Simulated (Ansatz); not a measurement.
Start from BeTe in the zinc blende structure (space group F-43m, No. 216).

```xyz
2
Lattice="0.0000 2.7771 2.7771 2.7771 0.0000 2.7771 2.7771 2.7771 0.0000" Properties=species:S:1:pos:R:3 pbc="T T T"
Be     0.0000     0.0000     0.0000
Te     1.3886     1.3886     1.3886
```

Computed with LDA (Ansatz, a quantum-chemistry and plane-wave program; PAW; 420 eV plane waves; no SOC).

Base values:

| Quantity | Value |
|---|---|
| Electron mass | 1.3 mₑ along k, 0.24 mₑ across (at X) |

It is then changed as follows: the cell is scaled by 0.9700 in all directions, atoms relaxed at fixed cell.

### Question
Predict the new mean gap deformation potential ΔEg/Δln V and electron mass.

### Answer
The mean gap deformation potential ΔEg/Δln V comes out as +2.6 eV; the electron mass goes from 1.3 mₑ along k, 0.24 mₑ across (at X) to 1.1 mₑ along k, 0.23 mₑ across (at X).

Spin-orbit coupling, missing from the scalar runs, can matter with Te. The cells carry an imposed strain or load. Effective masses come from finite differences of ±0.01 Å⁻¹. Along k means along the line from Γ to the band edge. Stability against distortions was not tested.
